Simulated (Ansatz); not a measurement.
Consider SrO in the rock salt structure (space group Fm-3m, No. 225).

```xyz
2
Lattice="0.0000 2.5612 2.5612 2.5612 0.0000 2.5612 2.5612 2.5612 0.0000" Properties=species:S:1:pos:R:3 pbc="T T T"
Sr     0.0000     0.0000     0.0000
O      2.5612     2.5612     2.5612
```

Calculations: PBEsol/PAW in Ansatz (a program for electronic structure), no spin-orbit coupling.

One change was made to it. Results:

| quantity | base | after |
|---|---|---|
| volume per atom | 16.80 Å³ | 15.69 Å³ |
| smallest direct gap | 3.26 eV | 3.15 eV |
| valley order (the lowest conduction-band minima on the path, energy above the VBM, named in the base's zone) | X along ⟨100⟩ 3.20 eV; Γ 3.93 eV | X along ⟨100⟩ 3.14 eV; Γ 4.45 eV |
| width of the top valence band | 1.15 eV | 1.29 eV |

### Question
Name the change that was made.
A) pressure 1.5 GPa
B) pressure 0.7 GPa
C) pressure 0.3 GPa
D) pressure 3 GPa
E) pressure 7.5 GPa

### Answer
E, pressure 7.5 GPa. For comparison, the valley order in the other runs: pressure 0.3 GPa gives X along ⟨100⟩ 3.19 eV; Γ 3.95 eV; pressure 0.7 GPa gives X along ⟨100⟩ 3.19 eV; Γ 3.98 eV; pressure 1.5 GPa gives X along ⟨100⟩ 3.19 eV; Γ 4.04 eV; pressure 3 GPa gives X along ⟨100⟩ 3.17 eV; Γ 4.15 eV.

Load acts through the strain it causes; cell and atoms are relaxed under it. Whether these cells are dynamically stable was not tested. Competing high-pressure phases were not computed.
